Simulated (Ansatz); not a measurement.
The reference is C in the diamond structure (space group Fd-3m, No. 227).

```
CELL_PARAMETERS angstrom
      0.00000     1.78014     1.78014
      1.78014     0.00000     1.78014
      1.78014     1.78014     0.00000
ATOMIC_POSITIONS crystal
  C  0.00000 0.00000 0.00000
  C  0.25000 0.25000 0.25000
```

Cartesian axes are those of the cell as printed.

Computed with Ansatz (a program for electronic structure) r2SCAN, scalar-relativistic without spin-orbit coupling.

Before the change:

| Quantity | Value |
|---|---|
| Valley order | a point along ⟨100⟩, about 1.3 Å⁻¹ from Γ 4.36 eV |
| Valence-band top at Γ | 0.00, 0.00, 0.00 eV |
| Pressure | 0.01 GPa |

One thing is altered: biaxial strain +1.50 %, plane normal [001], relaxed out of plane (Cartesian); in-plane vectors clamped, the third vector and the atoms free.

Problem. What does the calculation give for the valley order, valence-band top at Γ and pressure after the change?

Solution. The valley order (the lowest conduction-band minima on the path, energy above the VBM, named in the base's zone) becomes a point along [001], about 1.3 Å⁻¹ from Γ 3.82 eV; a point along [100], about 1.2 Å⁻¹ from Γ 4.27 eV (base: a point along ⟨100⟩, about 1.3 Å⁻¹ from Γ 4.36 eV); the valence-band top at Γ (three highest levels, from the VBM) changes from 0.00, 0.00, 0.00 eV to 0.00, -0.28, -0.28 eV; the pressure (mean of the normal stresses, compression positive) shrinks by 11.393 GPa (0.01 GPa → -11.39 GPa).

The levels and masses belong to the bands next to the band gap. No phonon test of stability was made.
